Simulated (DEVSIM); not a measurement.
System: Ti/Si3N4/p-Ge capacitor, at 300 K.

Layer 1 from the left is Si3N4, thickness (nm) 3.00. Layer 2 from the left is Ge, thickness (nm) 460, Na (cm⁻³) 1.7e18.

Metal gate on the left, work function 4.33 eV. Fixed charge at the semiconductor interface 0 cm⁻² (in units of +e); no interface traps.

This is a model device: material constants are rounded textbook-type values typed into the input, and sizes, dopings and lifetimes were drawn at random. Values at 300 K.

Si3N4: gap (eV) 5.1, affinity (eV) 2.1, permittivity 7.5. Ge: gap (eV) 0.664, affinity (eV) 4, permittivity 16, Nc (cm⁻³) 1.04e19, Nv (cm⁻³) 6e18.

Question: Estimate by hand the flat-band voltage, the threshold voltage, and compare with a numerical solution.

Answer: 
- Flat-band voltage: C = 2.21 μF/cm², work-function difference -0.301 V; VFB = φms − qNf/C = -0.30 V; numerical -0.30 V.
- Threshold voltage: φF = 0.292 V, depletion charge √(4εqNφF) = 6.72e-7 C/cm²; VT = VFB + 2φF + Qd/C = 0.59 V; numerical 0.59 V.

DEVSIM, 1D Poisson equation in equilibrium, Boltzmann statistics, complete ionisation; no quantum confinement or tunnelling. Metal contacts follow the ideal Schottky-Mott rule: no Fermi-level pinning, no interface dipoles.
